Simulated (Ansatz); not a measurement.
We consider rock-salt LuN, described by rVV10 (Ansatz, a first-principles code, plane waves, PAW).

Numerical settings: plane-wave cutoff 520 eV, 20×20×20 k mesh, Fermi–Dirac smearing 0.05 eV, scalar-relativistic PAW data made under PBE.

Energies at three volumes about the minimum:

```tsv
V (Å³/atom)	E − E_lowest (meV/atom)
13.412	3.05
13.685	0.00
13.959	2.81
```

Q: Fit a parabola by hand: where is the minimum, what lattice constant follows, and what is the bulk modulus?

A: Slopes: (0.00 − 3.05)/(13.685 − 13.412) = -11.172 and (2.81 − 0.00)/(13.959 − 13.685) = 10.255 meV/Å³. Curvature E″ = 2 × (10.255 − (-11.172))/(13.959 − 13.412) = 78.344 meV/Å⁶. From the middle of the first interval, the slope vanishes at V0 = 13.5485 − (-11.172)/78.344 = 13.691 Å³/atom. B = V0 E″ = 13.691 × 78.344 meV/Å³ × 0.1602 GPa per meV/Å³ = 172 GPa. With 8 atoms in the cube, a = (8 × 13.691)^(1/3) = 4.785 Å. The full Birch–Murnaghan fit to all volumes gives V0 = 13.687 Å³/atom and B0 = 171 GPa.
